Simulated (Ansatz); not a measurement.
The parent structure is YN in the rock salt structure (space group Fm-3m, No. 225; a = 4.820 Å). Axes: x, y, z lie along the cube axes.

Level of theory: LDA/PAW in Ansatz (an electronic-structure program), no spin-orbit coupling.

For the base:

- Pressure: 0.0 GPa
- Shortest interatomic distance: 2.410 Å
- Band gap: zero

The change: biaxial strain +0.83 %, plane normal [111], relaxed out of plane (Cartesian); in-plane vectors clamped, the third vector and the atoms free.

Problem. What does the calculation give for the pressure after the change?

Solution. The pressure (mean of the normal stresses, compression positive) goes from zero to -2.1 GPa.

Problem. How does this affect the shortest interatomic distance?

Solution. The shortest interatomic distance increases by 0.010 Å (2.410 Å → 2.420 Å).

Problem. What happens to the energy relative to the base?

Solution. The energy grows by 2.4 meV/atom.

Problem. Predict the new band gap.

Solution. The band gap is still zero.

No phonon test of stability was made. All final runs are without spin polarisation. Gaps under 0.05 eV, about the width of the smearing, are given as zero. A zero or small gap of YN can be the functional's error rather than a property of the material.
